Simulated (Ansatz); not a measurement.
# A computed series for ZrC: point defects

Take a 16-atom supercell of ZrC in the rock salt structure (space group Fm-3m, No. 225; a = 4.711 Å) at its relaxed geometry as the base.

One neutral defect a cell, atoms relaxed at fixed cell.

The values are results of r2SCAN (Ansatz, an electronic-structure program, PAW, scalar-relativistic without spin-orbit coupling), not measurements.

```tsv
change	largest displacement of a host atom from its site in the perfect cell	pressure
perfect supercell	–	0.0 GPa
Zr on a C site (antisite), symmetric start	0.17 Å	18.7 GPa
C vacancy	(withheld)	(withheld)
Pt on a C site, symmetric start	0.13 Å	19.1 GPa
C on a Zr site (antisite)	(withheld)	(withheld)
Zr interstitial (started 1.84 Å from the nearest host atom), symmetric start	0.32 Å	29.7 GPa
```

Task: What belongs in the blanks?

Result: 
- C vacancy, largest displacement of a host atom from its site in the perfect cell: 0.06 Å
- C vacancy, pressure: -0.2 GPa
- C on a Zr site (antisite), largest displacement of a host atom from its site in the perfect cell: 0.38 Å
- C on a Zr site (antisite), pressure: 1.9 GPa

In so small a cell the defect repeats every few ångströms: this is an ordered compound, not a dilute defect. Defects with a symmetric start kept the site's symmetry and may sit on a saddle; the others started slightly shaken. The final runs are not spin-polarised.
